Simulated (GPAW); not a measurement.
A self-consistent single point of FeCo (Pm-3m, 2 atoms in the cell) with GPAW.

Level of theory: PBE, GPAW PAW datasets PBE (gpaw-data 1.0.1) (plane waves; GPAW).

```yaml
crystal:
  lattice:
    - [2.77600, 0.00000, 0.00000]
    - [0.00000, 2.77600, 0.00000]
    - [0.00000, 0.00000, 2.77600]
  atoms:
    - { symbol: Fe, position: [0.00000, 0.00000, 0.00000], spin: 4.0 }
    - { symbol: Co, position: [0.50000, 0.50000, 0.50000], spin: 3.0 }
```
(The spins are starting values, not results.)

Reference input (self-consistent single point, DFT PBE, plane waves, GPAW PAW datasets PBE (gpaw-data 1.0.1)): spinpol = true; mode = pw; ecut = 850 eV; xc = PBE; kpts = 10 10 10; mesh shift (steps) = 0 0 0; occupations.name = fermi-dirac; occupations.width = 0.1 eV; nbands = -8; convergence.forces = 0.001 eV/Å; symmetry.symmorphic = false; symmetry.tolerance = 0.0005. This run's input differs from it in these lines:

```diff
@@ -17,4 +17,4 @@
             xc='PBE',
-            kpts={'size': (10, 10, 10), 'gamma': True},
-            occupations=FermiDirac(0.1),
+            kpts={'size': (8, 8, 8), 'gamma': True},
+            occupations=FermiDirac(0.03),
             nbands=-8,
```

The program printed (abridged):

```
     iter     time        total  log10-change:         magmom
                         energy   eigst   dens  force
iter:   1 --:--:--   -16.872155                          +7.0116
iter:   2 --:--:--   -17.307370   -1.21  -1.48           +5.4797
iter:   3 --:--:--   -17.357484   -2.09  -1.51           +4.6006
iter:   4 --:--:--   -17.405258   -2.41  -1.72           +4.5607
iter:   5 --:--:--   -17.389062   -3.18  -1.73           +4.5469
iter:   6 --:--:--   -18.618278   -1.76  -1.83           +4.5357
iter:   7 --:--:--   -17.486765   -1.74  -1.36           +4.5194
iter:   8 --:--:--   -17.378741   -2.87  -1.91           +4.5021
   [... lines left out ...]
iter:  87 --:--:--   -17.375895c  -7.57c -3.69           +4.5172
iter:  88 --:--:--   -17.375894c  -8.54c -3.66           +4.5170
iter:  89 --:--:--   -17.375880c  -7.38  -3.68           +4.5170
iter:  90 --:--:--   -17.375900c  -7.16  -3.93           +4.5170
iter:  91 --:--:--   -17.375894c  -8.60c -3.61           +4.5170
iter:  92 --:--:--   -17.375879c  -7.32  -3.67           +4.5170
iter:  93 --:--:--   -17.375872c  -7.13  -3.94           +4.5170
iter:  94 --:--:--   -17.375872c  -8.91c -5.52c          +4.5170
iter:  95 --:--:--   -17.375872c  -9.40c -5.56c -22.37c   +4.5168
Converged after 95 iterations.

Dipole moment: (-0.000000, -0.000000, 0.000000) |e|*Ang

Total magnetic moment: (0.000000, 0.000000, 4.516829)
Local magnetic moments:
   0 Fe ( 0.000000,  0.000000,  2.757973)
   1 Co ( 0.000000,  0.000000,  1.811552)

Energy contributions relative to reference atoms: (reference = -72522.164506)

Kinetic:        +26.560855
Potential:      -21.766440
External:        +0.000000
XC:             -22.212650
Entropy (-ST):   -0.005130
Local:           +0.044928
SIC:             +0.000000
--------------------------
Free energy:    -17.378437
Extrapolated:   -17.375872

Spin contamination: 0.099361 electrons
Showing only first 2 kpts
                      Up                     Down
 Kpt  Band  Eigenvalues  Occupancy  Eigenvalues  Occupancy
  0     6      9.46594    1.00000     12.29250    0.00000
   [... lines left out ...]

Fermi level: 11.41778

No gap
No difference between direct/indirect transitions
Energy (eV): -17.375872

Forces in eV/Ang:
  0 Fe   -0.00000   -0.00000   -0.00000
  1 Co   -0.00000   -0.00000   -0.00000

Stress tensor:
    -0.122743     0.000000     0.000000
     0.000000    -0.122743     0.000000
     0.000000     0.000000    -0.122743
Stress (GPa, Voigt): [-19.6656 -19.6656 -19.6656   0.       0.       0.    ]
```

The run converged in 95 iterations. GPAW prints stress with tension positive. Against the reference run the free energy rises by 13.7 meV/atom, the pressure goes from 18.95 to 19.67 GPa and the size of the net moment goes from 2.22 to 2.26 μB/atom.

The starting cell comes from a database of computed structures (which also holds hypothetical and non-ambient phases and stackings), without a prior relaxation at this level. Its lattice was rescaled by a random factor within 2.5 % of one. The magnetic order is the one reached from the typed start; others were not searched systematically. With a pressure of about 20 GPa the cell is away from its equilibrium volume at this level.

Cost on one core of a shared machine: roughly 3 min.
